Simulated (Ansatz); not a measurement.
A set of related cells and their Bader charge of metal.

Cell A: NaCl (rock salt, Fm-3m), 2 atoms in the cell, k-point mesh 10×10×10 on the run's own vectors.
```yaml
crystal:
  lattice:
    - [0.00000, 2.84752, 2.84752]
    - [2.84752, 0.00000, 2.84752]
    - [2.84752, 2.84752, 0.00000]
  atoms:
    - { symbol: Na, position: [0.00000, 0.00000, 0.00000] }
    - { symbol: Cl, position: [0.50000, 0.50000, 0.50000] }
```

Cell B: KCl (rock salt, Fm-3m), 2 atoms in the cell, k-point mesh 10×10×10 on the run's own vectors.
KCl is modelled in the cubic space group Fm-3m (No. 225), the rock salt structure, Pearson symbol cF8. Cell: a = 6.379 Å, b = 6.379 Å, c = 6.379 Å, α = 90.00°, β = 90.00°, γ = 90.00°. K on 4a is coordinated by 6 Cl at 3.189 Å (octahedral). Cl on 4b sees 6 K at 3.189 Å (octahedral). (Neighbours: up to the widest gap in distance over summed covalent radii, below 1.35, at either atom; cation-cation and far metal-metal contacts left out.)
(The calculation used a cell of 2 atoms; values per cell refer to that cell.)

Plane-wave PAW calculations with Ansatz (a first-principles code), its PAW set soft_1, cutoff 420 eV, 500 eV for r2SCAN. The structures are at rest with PBE; other levels are single points on them. HSE06 runs on coarser k-point meshes. Neutral cells; Fermi-Dirac smearing of at most 0.05 eV in the solids, energies taken to zero width. The lattices are those relaxed with PBE, so at other levels the solids can be strained, which adds to the spread. A dispersion term ran beside these levels; it doesn't touch the electrons. Electrons of density maxima off the nuclei are shared among the atoms. Mean over the atoms, with the range where they differ; positive means electrons lost.

What does HSE06 give for the Bader charge of metal of each cell (e)?


| system | HSE06 |
|---|---|
| A | 0.88 |
| B | 0.86 |

With HSE06 the value differs by no more than 0.02 e between the cells.

And at the other levels?


| cell | PBE | r2SCAN |
|---|---|---|
| A | 0.87 | 0.89 |
| B | 0.84 | 0.86 |

With PBE the value differs by no more than 0.03 e between the cells. With r2SCAN the value differs by no more than 0.03 e between the cells.
